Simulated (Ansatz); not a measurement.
# Response to strain in Rh

Base system: Rh in the fcc (Cu type) structure (space group Fm-3m, No. 225; a = 3.7816 Å; relaxed with 0.1 eV smearing). Axes: x, y, z lie along the cube axes.

Strains are applied to the cell and any free atomic positions relax; under stress the whole cell relaxes.

Levels (all Ansatz, a quantum-chemistry and plane-wave program, PAW): PBEsol (420 eV, no SOC); r2SCAN (500 eV, spin-orbit coupling left out).

Pressures by level, all at the geometries relaxed with PBEsol:

```tsv
case	PBEsol	r2SCAN
base	0.0 GPa	4.6 GPa
isotropic strain −2.08 %	21.7 GPa	27.0 GPa
uniaxial strain ε_zz = +2.20 %	-6.0 GPa	-1.6 GPa
strain tensor (xx, yy, zz, yz, xz, xy) = (−0.03, +0.05, +1.14, +0.60, +0.99, −0.19) %	-3.1 GPa	1.4 GPa
uniaxial stress, 0.5 GPa compression along z	0.2 GPa	4.8 GPa
strain tensor (xx, yy, zz, yz, xz, xy) = (−0.63, −1.70, +0.54, +0.52, +2.07, −0.55) %	6.4 GPa	11.2 GPa
```

Single points use the geometry relaxed with PBEsol. Their cutoffs differ, which shifts pressures a little. Stability under load was not tested beyond the relaxation. All final runs are without spin polarisation. Rh lies near a magnetic instability that expansion can trigger; it was not tested.
